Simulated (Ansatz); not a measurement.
Structure of amorphous Si24O51Al2 (periodic cell):

```xyz
77
Lattice="10.5951 0.0000 0.0000 0.0000 10.5951 0.0000 0.0000 0.0000 10.5951" Properties=species:S:1:pos:R:3 pbc="T T T"
Si     3.3049     6.0064     9.4976
Si     8.9428     8.1262     4.9260
Si    10.2565    10.3464     4.1312
Si     9.9618     8.1145     8.9775
Si     3.4964    10.0688     0.4299
Si     4.2088     1.9588     2.0191
Si     3.1263     8.4353     2.8662
Si     9.1181     1.3640     0.8757
Si     0.9602     5.9879     7.7434
Si     4.4849     4.3662     0.1648
Si     4.4785     8.8184     8.4906
Si     2.6177     0.5848     4.1844
Si     7.1157     4.7598     7.5967
Si     0.6535     6.4812     3.5610
Si     7.6496     3.9805    10.5086
Si     7.2841     7.8456     7.6258
Si     9.1938     2.3556     3.7378
Si     9.4361     6.4805     0.9735
Si     8.6841     9.1607     2.2070
Si     6.1562     3.2708     3.8098
Si     2.9889     0.7689     7.3316
Si     4.5702     3.1802     6.5351
Si     0.8776     0.3345     9.4966
Si     2.6950     5.3662     5.4949
O      3.8861     7.3053     8.7067
O      8.3451    10.5168     1.3025
O      3.1259     1.8008     3.2262
O      7.8766     7.8073     6.0971
O     10.1539     3.2583     4.6786
O      2.8454     8.8886     1.3302
O      2.2029     0.2432    10.4249
O      8.0916     4.6103     6.3206
O      3.1554     3.9098     6.0912
O      4.1414     1.9398     7.5555
O      3.7963     5.8686     0.5110
O      8.0262     2.4389     0.3048
O      9.9039     6.8123     4.5237
O      1.5277     0.9907     8.1103
O      4.3722     0.5528     1.2499
O      3.9783     4.5081     9.1846
O      6.0961     4.2914     0.3248
O      8.5854     5.1224     0.6473
O      9.0491     0.8313     4.3287
O      8.4006     8.4767     8.6455
O      1.0199     0.5630     4.0247
O      3.7652     3.1783     1.0142
O      4.5813     9.4692     9.9750
O      3.3098     9.7585     3.8093
O      0.1995     4.6440     7.2713
O      8.0045     8.7386     3.6828
O     10.1346     7.1014    10.2428
O      4.5355     7.6282     2.8321
O     10.0444     9.2740     5.3495
O      2.1111     6.3361     6.6554
O     10.5714     6.1083     2.1103
O      5.9277     8.7439     7.7433
O      4.0268     6.1110     5.0212
O      8.4782     7.7492     1.4156
O      1.7800     7.6470     3.3850
O      3.5121     9.8391     7.6560
O      5.3707     2.7573     5.1543
O     10.2167     9.4925     2.7043
O      5.6678     2.2902     2.6109
O      5.9006     4.8267     3.3785
O      9.7414     2.1192     2.1991
O     10.5333     7.2613     7.7165
O      5.6663     4.1204     7.2771
O      7.7517     3.0708     3.8265
O      1.7095     5.8781     9.2006
O     10.2942     1.1461    10.3231
O      2.8191     0.8854     5.7385
O      0.2384     9.4642     9.1806
O      1.4930     5.2733     4.3261
O      7.8094     4.0436     8.8924
O      6.8975     6.3244     8.0240
Al     9.7289     4.2673     5.9899
Al     4.9606     6.2033     3.6312
```

Method: PBE, scalar-relativistic without spin-orbit coupling (plane waves to 420 eV, PAW; Ansatz, a quantum-chemistry and plane-wave program).

The cell was made by melting and quenching with the CHGNet potential and then relaxed with DFT. O atoms were pushed apart under 1.9 Å during the dynamics, to hinder bonds among them. The hot cell started wider than the set density and was brought back towards it in steps. It is the lowest in DFT energy of 2 quenches. It is a model cell: composition and starting density were chosen by hand, and all elements were melted together. No dispersion term was used. Its density started from a set value of 2.24 and ended at 2.16 g/cm³. Cooling (nominally 320 K/ps over its main leg) ran many orders faster than in experiment, which tends to leave more defects and strain. Values belong to this one cell and scatter from quench to quench. The volume was free in the relaxation, at fixed shape. Stress components on the final sampling reach 1.2 GPa.

Bonds are counted up to Si-Si 2.60 Å, Si-O 1.90 Å, Si-Al 2.55 Å, O-O 1.58 Å, O-Al 2.24 Å, Al-Al 2.66 Å. Two cations that share two anions don't count as bonded, nor two that share one unless they lie closer than Si-Si 2.38 Å, Si-Al 2.48 Å, Al-Al 2.59 Å.

Give the coordination numbers, mean bond lengths and angles.


| Item | Value |
|---|---|
| Mean coordination of Si by anions | 4.00 (24 with 4) |
| Mean coordination of O | 2.00 (51 with 2) |
| Mean coordination of Al by anions | 3.00 (2 with 3) |
| Mean Si-O bond | 1.637 Å (spread 0.021 Å, 96 counted) |
| Mean O-Al bond | 1.696 Å (spread 0.012 Å, 6 counted) |
| Bond angle at Si | mean 109.4°, spread 5.4° |
| Bond angle at O | mean 138.7°, spread 16.3° |
| Bond angle at Al | mean 119.6°, spread 10.2° |

List the pairs of like atoms that count as bonded by the rules above.

There are none by these rules.

What Bader charges do the atoms carry, from a run on the zone centre alone?

Means (range): Si +3.28 e (+3.25 to +3.30), O -1.64 e (-1.66 to -1.62), Al +2.52 e (+2.52 to +2.52).
```json
[
 {"atom": "Si1", "charge (e)": "+3.25"},
 {"atom": "Si2", "charge (e)": "+3.26"},
 {"atom": "Si3", "charge (e)": "+3.27"},
 {"atom": "Si4", "charge (e)": "+3.29"},
 {"atom": "Si5", "charge (e)": "+3.29"},
 {"atom": "Si6", "charge (e)": "+3.29"},
 {"atom": "Si7", "charge (e)": "+3.28"},
 {"atom": "Si8", "charge (e)": "+3.27"},
 {"atom": "Si9", "charge (e)": "+3.28"},
 {"atom": "Si10", "charge (e)": "+3.25"},
 {"atom": "Si11", "charge (e)": "+3.29"},
 {"atom": "Si12", "charge (e)": "+3.30"},
 {"atom": "Si13", "charge (e)": "+3.29"},
 {"atom": "Si14", "charge (e)": "+3.27"},
 {"atom": "Si15", "charge (e)": "+3.29"},
 {"atom": "Si16", "charge (e)": "+3.29"},
 {"atom": "Si17", "charge (e)": "+3.28"},
 {"atom": "Si18", "charge (e)": "+3.29"},
 {"atom": "Si19", "charge (e)": "+3.26"},
 {"atom": "Si20", "charge (e)": "+3.29"},
 {"atom": "Si21", "charge (e)": "+3.28"},
 {"atom": "Si22", "charge (e)": "+3.28"},
 {"atom": "Si23", "charge (e)": "+3.29"},
 {"atom": "Si24", "charge (e)": "+3.27"},
 {"atom": "O25", "charge (e)": "-1.65"},
 {"atom": "O26", "charge (e)": "-1.62"},
 {"atom": "O27", "charge (e)": "-1.64"},
 {"atom": "O28", "charge (e)": "-1.65"},
 {"atom": "O29", "charge (e)": "-1.63"},
 {"atom": "O30", "charge (e)": "-1.64"},
 {"atom": "O31", "charge (e)": "-1.66"},
 {"atom": "O32", "charge (e)": "-1.65"},
 {"atom": "O33", "charge (e)": "-1.64"},
 {"atom": "O34", "charge (e)": "-1.62"},
 {"atom": "O35", "charge (e)": "-1.62"},
 {"atom": "O36", "charge (e)": "-1.64"},
 {"atom": "O37", "charge (e)": "-1.65"},
 {"atom": "O38", "charge (e)": "-1.63"},
 {"atom": "O39", "charge (e)": "-1.65"},
 {"atom": "O40", "charge (e)": "-1.62"},
 {"atom": "O41", "charge (e)": "-1.65"},
 {"atom": "O42", "charge (e)": "-1.64"},
 {"atom": "O43", "charge (e)": "-1.64"},
 {"atom": "O44", "charge (e)": "-1.64"},
 {"atom": "O45", "charge (e)": "-1.65"},
 {"atom": "O46", "charge (e)": "-1.64"},
 {"atom": "O47", "charge (e)": "-1.64"},
 {"atom": "O48", "charge (e)": "-1.65"},
 {"atom": "O49", "charge (e)": "-1.64"},
 {"atom": "O50", "charge (e)": "-1.62"},
 {"atom": "O51", "charge (e)": "-1.65"},
 {"atom": "O52", "charge (e)": "-1.63"},
 {"atom": "O53", "charge (e)": "-1.64"},
 {"atom": "O54", "charge (e)": "-1.65"},
 {"atom": "O55", "charge (e)": "-1.64"},
 {"atom": "O56", "charge (e)": "-1.64"},
 {"atom": "O57", "charge (e)": "-1.65"},
 {"atom": "O58", "charge (e)": "-1.64"},
 {"atom": "O59", "charge (e)": "-1.65"},
 {"atom": "O60", "charge (e)": "-1.64"},
 {"atom": "O61", "charge (e)": "-1.65"},
 {"atom": "O62", "charge (e)": "-1.65"},
 {"atom": "O63", "charge (e)": "-1.64"},
 {"atom": "O64", "charge (e)": "-1.65"},
 {"atom": "O65", "charge (e)": "-1.64"},
 {"atom": "O66", "charge (e)": "-1.65"},
 {"atom": "O67", "charge (e)": "-1.65"},
 {"atom": "O68", "charge (e)": "-1.66"},
 {"atom": "O69", "charge (e)": "-1.64"},
 {"atom": "O70", "charge (e)": "-1.64"},
 {"atom": "O71", "charge (e)": "-1.65"},
 {"atom": "O72", "charge (e)": "-1.65"},
 {"atom": "O73", "charge (e)": "-1.64"},
 {"atom": "O74", "charge (e)": "-1.65"},
 {"atom": "O75", "charge (e)": "-1.65"},
 {"atom": "Al76", "charge (e)": "+2.52"},
 {"atom": "Al77", "charge (e)": "+2.52"}
]
```
